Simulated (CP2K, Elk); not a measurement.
An Elk input for a self-consistent single point of a sheet of PtS₂ (3 atoms in the cell) (DFT, PBE, all-electron FP-LAPW, Elk's shipped species files, default APW+lo basis):

```
tasks
  0

xctype
  20

swidth
  0.00367493

maxscl
  100

scale
  6.338188823

avec
    1.0000000000    0.0000000687    0.0000000000
   -0.5000000595    0.8660253694    0.0000000000
    0.0000000000    0.0000000000    5.0067079347

atoms
  2
  'Pt.in'
  1
  0.0000000000  0.0000000000  0.5000000000    0.0 0.0 0.0
  'S.in'
  2
  0.3333333333  0.6666666667  0.5831500000    0.0 0.0 0.0
  0.6666666667  0.3333333333  0.4168500000    0.0 0.0 0.0

ngridk
  11 11 1
```

Task: Give the CP2K input for the same structure, mesh, smearing and functional.

Result: One input that does it (others would too):

```
&GLOBAL
  PROJECT scf
  RUN_TYPE ENERGY_FORCE
  PRINT_LEVEL MEDIUM
&END GLOBAL
&FORCE_EVAL
  METHOD Quickstep
  STRESS_TENSOR ANALYTICAL
  &DFT
    BASIS_SET_FILE_NAME BASIS_MOLOPT
    POTENTIAL_FILE_NAME GTH_POTENTIALS
    &QS
      METHOD GPW
      EPS_DEFAULT 1E-10
    &END QS
    &MGRID
      CUTOFF 500
      REL_CUTOFF 40
      NGRIDS 5
    &END MGRID
    &SCF
      SCF_GUESS ATOMIC
      EPS_SCF 1E-6
      MAX_SCF 100
      ADDED_MOS 6
      &DIAGONALIZATION
        ALGORITHM STANDARD
      &END DIAGONALIZATION
      &MIXING
        METHOD BROYDEN_MIXING
        ALPHA 0.3
        NBUFFER 12
        BETA 1
      &END MIXING
      &SMEAR ON
        METHOD FERMI_DIRAC
        ELECTRONIC_TEMPERATURE [K] 1160.45
      &END SMEAR
    &END SCF
    &KPOINTS
      SCHEME MONKHORST-PACK 11 11 1
    &END KPOINTS
    &XC
      &XC_FUNCTIONAL PBE
      &END XC_FUNCTIONAL
    &END XC
    &PRINT
      &MO
        EIGENVALUES T
        OCCUPATION_NUMBERS T
        NDIGITS 8
        FILENAME mo
        &EACH
          QS_SCF 0
        &END EACH
        ADD_LAST NUMERIC
      &END MO
      &MULLIKEN ON
      &END MULLIKEN
    &END PRINT
  &END DFT
  &SUBSYS
    &CELL
      A 3.35402500 0.00000000 0.00000000
      B -1.67701300 2.90467100 0.00000000
      C 0.00000000 0.00000000 16.79262400
      PERIODIC XYZ
    &END CELL
    &COORD
      SCALED
      Pt       0.00000000     0.00000000     0.50000000
      S        0.33333300     0.66666700     0.58315000
      S        0.66666700     0.33333300     0.41685000
    &END COORD
    &KIND Pt
      BASIS_SET DZVP-MOLOPT-SR-GTH-q18
      POTENTIAL GTH-PBE-q18
    &END KIND
    &KIND S
      BASIS_SET DZVP-MOLOPT-SR-GTH-q6
      POTENTIAL GTH-PBE-q6
    &END KIND
  &END SUBSYS
  &PRINT
    &FORCES ON
    &END FORCES
    &STRESS_TENSOR ON
    &END STRESS_TENSOR
  &END PRINT
&END FORCE_EVAL
```

Basis, cutoffs, solver keys and any potentials are the target program's own. This input uses DFT PBE, GPW, DZVP-MOLOPT-SR-GTH basis, GTH-PBE potentials (GTH_POTENTIALS).

The starting cell was generated: these elements placed on a structure prototype, without a prior relaxation; it need not be a known phase or ordering of this composition. Its lattice was rescaled in the plane by a random factor within 2.5 % of one.
